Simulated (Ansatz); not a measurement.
**Hypothetical anti-perovskite Mg3SnO: response to strain**

Consider Mg₃SnO in the anti-perovskite structure (space group Pm-3m, No. 221; a = 4.391 Å; a hypothetical phase, not in the database extracts checked). Axes: x, y, z lie along the cube axes.

Strains are applied to the cell and any free atomic positions relax; under biaxial strain the out-of-plane vector relaxes too.

Levels (all Ansatz, a program for electronic structure, PAW): PBE (420 eV, without spin-orbit coupling); PBEsol (420 eV, spin-orbit coupling left out).

The base cell above is that of PBE; each level relaxes its own structures.

Notes on the quantities. energy relative to the base: free energy F.

| case | energy relative to the base, PBE | energy relative to the base, PBEsol |
|---|---|---|
| biaxial strain −3.81 %, plane normal [110], relaxed out of plane | +25 meV/atom | +26 meV/atom |
| isotropic strain +0.71 % | +1.6 meV/atom | +1.7 meV/atom |
| uniaxial strain ε_zz = +1.09 % | +0.7 meV/atom | +0.8 meV/atom |
| tensor shear ε_xy = −0.40 % | +0.2 meV/atom | +0.2 meV/atom |

The two levels differ by at most about 1.3 meV/atom. They put the cases in the same order.

Without a gap, meshes like the base's 11×11×11 leave anisotropic stresses uncertain by several tenths of a GPa, and small strain energies with them. Stability against distortions was not tested. All final runs are without spin polarisation.
